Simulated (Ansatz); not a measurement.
**Ta2C, pressure series**

Base system: Ta$_{2}$C (space group P-3m1, No. 164; a = 3.0949 Å, c = 4.9215 Å).

Cell and atoms are relaxed at each pressure.

Calculations: PBEsol, PAW, 420 eV (Ansatz, an electronic-structure program; scalar-relativistic without spin-orbit coupling).

Notes on the quantities. enthalpy: H = E + PV relative to the base's energy.

```
variant           lattice parameter a       enthalpy
----------------  -------------------  -------------
base                          3.095 Å              –
pressure −2 GPa               3.103 Å  -0.17 eV/atom
pressure −1 GPa               3.099 Å  -0.09 eV/atom
pressure 0.3 GPa              3.094 Å  +0.03 eV/atom
pressure 0.7 GPa              3.092 Å  +0.06 eV/atom
pressure 1.5 GPa              3.089 Å  +0.13 eV/atom
pressure 3 GPa                3.084 Å  +0.25 eV/atom
pressure 5 GPa                3.076 Å  +0.42 eV/atom
pressure 7.5 GPa              3.068 Å  +0.63 eV/atom
pressure 10 GPa               3.059 Å  +0.83 eV/atom
```

Load acts through the strain it causes; cell and atoms are relaxed under it. Whether these cells are dynamically stable was not tested. Competing high-pressure phases were not computed. All final runs are without spin polarisation.
